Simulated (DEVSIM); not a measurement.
Structure: Schottky contact on p-type Si, at 300 K.

Layer 1 from the left is Si, thickness (μm) 0.120, Na (cm⁻³) 1.6e16, τn (s) 1.1e-7, τp (s) 1.1e-7. Layer 2 from the left is Si, thickness (μm) 0.770, Na (cm⁻³) 1.3e18, τn (s) 1.1e-7, τp (s) 1.1e-7.

Left contact: Schottky, work function 4.384 eV, emission velocity 2e6 cm/s. Right contact: ohmic. Voltage is applied to the left contact. Recombination: SRH at mid-gap, radiative. Mobility is μmin + (μ − μmin)/(1 + (N/Nref)^α).

Constants are typed, rounded textbook-type inputs, not results; the design itself was drawn at random and stands for no fabricated device. Values at 300 K.

Si: gap (eV) 1.124, affinity (eV) 4.05, permittivity 11.7, Nc (cm⁻³) 2.86e19, Nv (cm⁻³) 3.1e19, μn (cm²/Vs) 1417, μp (cm²/Vs) 470, μn,min 52, μp,min 45, Nref,n 9.7e16, Nref,p 2.2e17, αn 0.68, αp 0.72, B (cm³/s) 4.7e-15.

Model (solved in DEVSIM): 1D drift-diffusion, Boltzmann statistics, complete ionisation; no tunnelling, impact ionisation, image-force lowering or self-heating. Metal contacts follow the ideal Schottky-Mott rule: no Fermi-level pinning, no interface dipoles.

What does the simulation give for the dark forward voltage at 1 A/cm², the dark forward voltage at 100 A/cm²?

dark forward voltage at 1 A/cm² 0.377 V; dark forward voltage at 100 A/cm² 0.499 V.
